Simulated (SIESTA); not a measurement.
```xyz
8
Lattice="-2.2661 2.2661 4.4607 2.2661 -2.2661 4.4607 2.2661 2.2661 -4.4607" Properties=species:S:1:pos:R:3 pbc="T T T"
V      0.0000     0.0000     0.0000
Cu     2.2661     0.0000     2.2304
Cu     0.0000     2.2661     2.2304
Cu     0.0000     0.0000     4.4607
O      1.2416    -1.2416     3.4395
O      1.0246     1.0246     1.0212
O     -1.2416     1.2416     3.4395
O      1.2416     1.2416     5.4820
```

Method of the run: LDA PW92, numerical atomic orbitals DZP, PseudoDojo LDA standard norm-conserving potentials (rewritten from UPF to PSML) (SIESTA).

The set-up and first iterations of a SIESTA log for VCu3O4 (I-42m, 8 atoms in the cell):

```
reinit: Reading from file input.fdf

reinit: System Name: VCu3O4
reinit: System Label: VCu3O4

coor:   Atomic-coordinates input format  =     Cartesian coordinates
coor:                                          (in Angstroms)

siesta: Atomic coordinates (Bohr) and species
siesta:      0.00000   0.00000   0.00000  1        1
siesta:      4.28234   0.00000   4.21478  2        2
siesta:      0.00000   4.28234   4.21478  2        3
siesta:      0.00000   0.00000   8.42955  2        4
siesta:      2.34621  -2.34621   6.49969  3        5
siesta:      1.93613   1.93613   1.92986  3        6
siesta:     -2.34621   2.34621   6.49969  3        7
siesta:      2.34621   2.34621  10.35941  3        8

siesta: System type = bulk

initatomlists: Number of atoms, orbitals, and projectors:      8   128   124

siesta: ******************** Simulation parameters ****************************
redata: Spin configuration                          = none
   [... lines left out ...]
diag: Parallel block-size                           = 64
diag: Parallel distribution                         =     1 x     1
diag: Used triangular part                          = Lower
diag: Absolute tolerance                            =  0.100E-15
diag: Orthogonalization factor                      =  0.100E-05
diag: Memory factor                                 =  1.0000

superc: Internal auxiliary supercell:     5 x     5 x     5  =     125
superc: Number of atoms, orbitals, and projectors:   1000  16000  15500

                        Single-point calculation

superc: Internal auxiliary supercell:     5 x     5 x     5  =     125
superc: Number of atoms, orbitals, and projectors:   1000  16000  15500

outcell: Unit cell vectors (Ang):
       -2.266116    2.266116    4.460727
        2.266116   -2.266116    4.460727
        2.266116    2.266116   -4.460727

outcell: Cell vector modules (Ang)   :    5.492599    5.492599    5.492599
outcell: Cell angles (23,13,12) (deg):    131.2665    131.2665     71.3901
outcell: Cell volume (Ang**3)        :     91.6284
new_DM -- step:     1
Initializing Density Matrix...

Attempting to read DM from file... Failed...
DM filled with atomic data:

InitMesh: MESH = 54 x 54 x 50 = 145800
InitMesh: Mesh cutoff (required, used) =   350.000   409.327 Ry

stepf: Methfessel-Paxton step function
       Using Hermite-Gauss polynomials of order  0
        iscf     Eharris(eV)        E_KS(eV)     FreeEng(eV)     dDmax    Ef(eV) dHmax(eV)
   scf:    1   -16805.061264   -18455.070243   -18455.118924  1.902676  1.817417 95.430846
   scf:    2   -18554.448044   -19157.356608   -19157.356608  2.687816 -4.009641 65.148762
   scf:    3   -19247.135486   -19204.845048   -19204.845048  0.443125 -3.996159 47.226244
   scf:    4   -16893.736842   -18578.371358   -18578.497247  1.073209 -0.857789129.865556
   scf:    5   -19050.688125   -19247.818831   -19247.818831  1.011109 -3.643438 22.123958
```

How does the run end?

The run converged in 31 iterations. Convergence of the loop says nothing yet on basis, mesh or lower states. It ends on: free energy E − TS -19265.6287 eV; top of the valence band (on the code's own zero) -3.47 eV; gap on the k-point mesh 0.47 eV; pressure -8.98 GPa; largest force (vector length) 0.118 eV/Å. The log goes on:

```
   [... 22 lines left out ...]
   scf:   28   -19265.628545   -19265.628547   -19265.628675  0.000155 -3.208085  0.005235
   scf:   29   -19265.628540   -19265.628546   -19265.628674  0.000192 -3.207916  0.006387
   scf:   30   -19265.628548   -19265.628548   -19265.628676  0.000108 -3.208005  0.000046
   scf:   31   -19265.628548   -19265.628548   -19265.628676  0.000004 -3.207998  0.000013
SCF Convergence by DM+H criterion
max |DM_out - DM_in|         :     0.0000038184
max |H_out - H_in|      (eV) :     0.0000125760
SCF cycle converged after 31 iterations

Using DM_out to compute the final energy and forces

siesta: E_KS(eV) =           -19265.6285

siesta: E_KS - E_eggbox =    -19265.6285

siesta: Atomic forces (eV/Ang):
     1   -0.002822   -0.002822    0.008459
     2   -0.000532   -0.001148   -0.001297
     3   -0.001148   -0.000532   -0.001297
     4   -0.000001   -0.000001    0.000068
     5    0.062067   -0.063901    0.072574
     6   -0.064318   -0.064318   -0.072902
     7   -0.063901    0.062067    0.072574
     8    0.065233    0.065233   -0.073038
   Tot   -0.005423   -0.005423    0.005139
   Max    0.073038
   Res    0.047405    sqrt( Sum f_i^2 / 3N )
   Max    0.073038    constrained

Stress tensor Voigt[x,y,z,yz,xz,xy] (kbar):       90.64       90.64       88.17       -0.01       -0.01        0.27
   [... lines left out ...]
siesta: FreeEng =    -19265.628676
   [... lines left out ...]

siesta: Stress tensor (static) (eV/Ang**3):
siesta:     0.056574    0.000168   -0.000004
siesta:     0.000168    0.056574   -0.000004
siesta:    -0.000004   -0.000004    0.055030

siesta: Cell volume =         91.628359 Ang**3

siesta: Pressure (static):
siesta:                Solid            Molecule  Units
siesta:          -0.00061057         -0.00062448  Ry/Bohr**3
siesta:          -0.05605957         -0.05733753  eV/Ang**3
siesta:         -89.81733465        -91.86485406  kBar
```

For comparison: a first run was changed to give this one (lattice scaled by 0.98), and from it to this one the free energy drops by 60.6 meV/atom, the pressure goes from -17.66 to -8.98 GPa, the largest force goes from 0.680 to 0.118 eV/Å and the gap on the mesh goes from 0.389 to 0.468 eV.

The starting cell comes from a database of computed structures (which also holds hypothetical and non-ambient phases and stackings), without a prior relaxation at this level. Its lattice was rescaled by a random factor within 2.5 % of one. For this run, on top of that: lattice scaled by 0.98. Values carry the incompleteness of an atom-centred basis. With a pressure of about -9 GPa the cell is away from its equilibrium volume at this level.

The run was DFT, LDA PW92, numerical atomic orbitals DZP, PseudoDojo LDA standard norm-conserving potentials (rewritten from UPF to PSML). Main settings of its input:

- XC.functional: LDA
- XC.authors: PW92
- potentials: PseudoDojo LDA standard
- PAO.BasisSize: DZP
- PAO.EnergyShift: 0.01 Ry
- MeshCutoff: 350 Ry
- kgrid.MonkhorstPack: 5 5 5
- OccupationFunction: MP
- OccupationMPOrder: 0
- ElectronicTemperature: 0.136 eV
- MaxSCFIterations: 150
- SCF.Mixer.Method: Pulay
